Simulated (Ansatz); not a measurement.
Start from Os in the hcp (Mg type) structure (space group P6_3/mmc, No. 194; a = 2.729 Å, c = 4.309 Å; relaxed with 0.1 eV smearing). Axes: x lies along a and z along c of the hexagonal cell.

All numbers come from PBEsol/PAW in Ansatz (a quantum-chemistry and plane-wave program), without spin-orbit coupling.

Modification: uniaxial strain ε_zz = +2.00 %, all other strain components held at zero, atoms relaxed at fixed cell.

Problem. Predict the stress tensor and what it implies for the stiffness.

Solution. Stress of the strained cell less that of the base (GPa, compression positive):
```
   -4.4     0.0     0.0
    0.0    -4.4     0.0
    0.0     0.0   -16.3
```

Then −Δσ_ii/ε with ε = 0.0200 gives secant stiffness values (nonlinear terms included at this strain): C33 ≈ 814 GPa, C13 ≈ 218 GPa and C23 ≈ 218 GPa.

As a check, the harmonic strain energy −½ V₀ Δσ:ε is 14 meV/atom; the computed energy rise is 14 meV/atom.

Stability against distortions was not tested. All final runs are without spin polarisation.
